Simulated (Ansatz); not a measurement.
Consider Al-vacancy pair (Al on one host Ir site, one Ir site vacant) in fcc Ir, neutral cell. The step: direct exchange of Al with the vacancy (Al-vacancy distance between ideal sites 2.74 Å throughout); the atom moves 2.51 Å along (0.00, 0.46, 0.46) of the unit cell; the moving atom starts with neighbours 4 Ir at 2.69, 2 Ir at 2.76, 4 Ir at 2.81, Ir at 2.83 Å and ends with 4 Ir at 2.69, 2 Ir at 2.76, 4 Ir at 2.81, Ir at 2.83 Å. DFT values are from Ansatz (plane-wave PAW, 420 eV unless said) in a cell of 32 host sites, spin-restricted, static, with no finite-size correction. Forms of the defect that were not tried may lie lower. The start lies 0.067 eV above the lowest site run (PBE). For the PBE band: the saddle point's order was not checked, and it lies on a symmetry element of the cell, where a band can be held.

```csv
Level,Forward barrier (eV),Cost of the band or of the saddle's single point
"CHGNet universal potential (has no charge state), its own band",0.52,-
"PBE, a 2×2×2 k-point mesh shifted by half a step, band relaxed",0.62,very roughly 26 core-minutes
"PBE, a 4×4×4 k-point mesh shifted by half a step, same geometries",0.63,around 11 core-minutes (rough)
"r2SCAN at 500 eV, a 2×2×2 k-point mesh shifted by half a step, same geometries",___,about 4 core-minutes (a rough figure)
```

Question: Some entries are withheld; supply them.

Answer: 
- r2SCAN at 500 eV, a 2×2×2 k-point mesh shifted by half a step, same geometries, Forward barrier (eV): 0.57

Ansatz is a program for electronic structure.
